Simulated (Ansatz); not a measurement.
The structure below was relaxed with Kohn–Sham DFT with the PBE functional, run in Ansatz (an electronic-structure program) with PAW and 420 eV plane waves, no spin-orbit coupling, earlier PAW set.

Space group P4/nmm, origin choice 1 (No. 129); a = b = 3.2189 Å, c = 7.3127 Å, α = β = γ = 90.00°

```csv
atom,site,symmetry,x,y,z
Sc,2c,4mm,0.0000,0.5000,0.3235
V,2c,4mm,0.5000,0.0000,0.0734
```

Question: Write out a cell with all atoms.

Answer: 
```cif
data_Sc2V2
_chemical_formula_sum 'Sc2 V2'
_space_group_name_H-M_alt 'P 1'
_space_group_IT_number 1
_cell_length_a 3.21888
_cell_length_b 3.21888
_cell_length_c 7.31265
_cell_angle_alpha 90.000
_cell_angle_beta 90.000
_cell_angle_gamma 90.000
loop_
_space_group_symop_operation_xyz
  'x, y, z'
loop_
_atom_site_label
_atom_site_type_symbol
_atom_site_fract_x
_atom_site_fract_y
_atom_site_fract_z
_atom_site_occupancy
Sc1 Sc 0.50000 0.00000 0.67649 1
Sc2 Sc 0.00000 0.50000 0.32351 1
V1 V 0.50000 0.00000 0.07336 1
V2 V 0.00000 0.50000 0.92664 1
```
This is the conventional cell.

Each cell is one ordered arrangement of few atoms, which overstates ordering effects compared with a random alloy. Whether these cells are dynamically stable was not tested. Starting moments died away, wholly or in part, for x(Sc) = 0.5, 4 atoms, P4/nmm; another magnetic solution may exist. All final runs are without spin polarisation. The cell was made from V by this change: x(Sc) = 0.5, 4 atoms, P4/nmm.
